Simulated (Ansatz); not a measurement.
The parent structure is a 9-atom supercell of ZrSe$_{2}$ in the CdI2 type structure (space group P-3m1, No. 164; a = 3.7351 Å, c = 6.0310 Å; layered, stacked along the Cartesian z axis) at its relaxed geometry.

Level of theory: PBE-D3(BJ) (Ansatz, a program for electronic structure; PAW; 420 eV plane waves; no spin-orbit coupling), earlier PAW set.

One neutral defect a cell, atoms relaxed at fixed cell.

One change was made to it. Results:

```csv
quantity,base,after
pressure,0.0 GPa,-3.4 GPa
largest displacement of a host atom from its site in the perfect cell,–,0.21 Å
```

Q: Which change produced these results?
(A) Se vacancy
(B) Os on a Se site
(C) Se on a Zr site (antisite), symmetric start
(D) H interstitial (started 2.58 Å from the nearest host atom), symmetric start

A: B, Os on a Se site. For comparison, the pressure in the other runs: Se vacancy gives 0.5 GPa; H interstitial (started 2.58 Å from the nearest host atom), symmetric start gives -1.0 GPa; Se on a Zr site (antisite), symmetric start gives 0.6 GPa.

In so small a cell the defect repeats every few ångströms: this is an ordered compound, not a dilute defect. Defects with a symmetric start kept the site's symmetry and may sit on a saddle; the others started slightly shaken. All final runs are without spin polarisation.
